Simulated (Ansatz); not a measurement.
## SiO2 (model structure, started from the alpha cristobalite type, P4₁2₁2, No. 92, 12 atoms in the cell)

Level of theory: LDA (Ansatz, a first-principles code, PAW).

Settings: plane-wave cutoff 520 eV, 8×8×6 k mesh (along the axes of the cell as run), Fermi–Dirac smearing 0.01 eV, scalar-relativistic PAW data made under PBE.

Cell (relaxed at this level):

```yaml
crystal:
  lattice:
    - [4.94471, 0.00000, 0.00000]
    - [0.00000, 4.94471, 0.00000]
    - [0.00000, 0.00000, 6.87048]
  atoms:
    - { symbol: Si, position: [0.30438, 0.30438, 0.00000] }
    - { symbol: Si, position: [0.80438, 0.19562, 0.75000] }
    - { symbol: Si, position: [0.19562, 0.80438, 0.25000] }
    - { symbol: Si, position: [0.69562, 0.69562, 0.50000] }
    - { symbol: O, position: [0.23730, 0.11337, 0.18337] }
    - { symbol: O, position: [0.73730, 0.38663, 0.56663] }
    - { symbol: O, position: [0.26270, 0.61337, 0.06663] }
    - { symbol: O, position: [0.76270, 0.88663, 0.68337] }
    - { symbol: O, position: [0.88663, 0.76270, 0.31663] }
    - { symbol: O, position: [0.38663, 0.73730, 0.43337] }
    - { symbol: O, position: [0.61337, 0.26270, 0.93337] }
    - { symbol: O, position: [0.11337, 0.23730, 0.81663] }
```

band gap: 5.55 eV (direct)

Static lattice: no zero-point or thermal effects.

The result took very roughly 70 core-seconds.

A model structure was made by putting elements into a prototype or built by hand; here it ended with the formula and space group of a phase in our tables.
